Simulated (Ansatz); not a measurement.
# Cu, response to strain

Start from Cu in the fcc (Cu type) structure (space group Fm-3m, No. 225; a = 3.577 Å; relaxed with 0.1 eV smearing). Axes: x, y, z lie along the cube axes.

Strains are applied to the cell and any free atomic positions relax.

Computed with plane-wave PAW DFT at the r2SCAN level (Ansatz, a quantum-chemistry and plane-wave program, 500 eV), no SOC.

Candidates:
(a) isotropic strain −4.65 %
(b) uniaxial strain ε_zz = +0.56 %
(c) uniaxial strain ε_zz = +5.57 %

Notes on the quantities. energy relative to the base: free energy F.

Q: Order them by energy relative to the base, highest first.

A: (a) isotropic strain −4.65 % (+137 meV/atom), (c) uniaxial strain ε_zz = +5.57 % (+20 meV/atom), (b) uniaxial strain ε_zz = +0.56 % (+0.2 meV/atom)

Stability against distortions was not tested. The final runs are not spin-polarised.
